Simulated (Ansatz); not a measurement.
## AgNO3 (R3m, No. 160, 5 atoms in the cell; start mp-8196)

Computed with PBEsol (PAW; Ansatz, a first-principles code).

Settings: plane-wave cutoff 500 eV, 10×10×10 k mesh, gaussian smearing 0.02 eV, no spin polarisation, scalar-relativistic PAW data made under PBE.

Cell (relaxed at this level):

```cif
data_AgNO3
_chemical_formula_sum 'Ag1 N1 O3'
_space_group_name_H-M_alt 'P 1'
_space_group_IT_number 1
_cell_length_a 4.00318
_cell_length_b 4.00318
_cell_length_c 4.00318
_cell_angle_alpha 78.201
_cell_angle_beta 78.201
_cell_angle_gamma 78.201
loop_
_space_group_symop_operation_xyz
  'x, y, z'
loop_
_atom_site_label
_atom_site_type_symbol
_atom_site_fract_x
_atom_site_fract_y
_atom_site_fract_z
_atom_site_occupancy
Ag1 Ag 0.99725 0.99725 0.99725 1
N1 N 0.57415 0.57415 0.57415 1
O1 O 0.43291 0.43291 0.86416 1
O2 O 0.86416 0.43291 0.43291 1
O3 O 0.43291 0.86416 0.43291 1
```

| Item | Value |
|---|---|
| band gap | 1.48 eV (on the SCF k mesh) |

Note: the relaxation could not lower the start's symmetry, so the cell can be a saddle point above a distorted one.

Spin–orbit coupling is not included.

The result took around 6 core-minutes (rough).

A start named mp-… is a Materials Project structure, which need not be a measured phase.
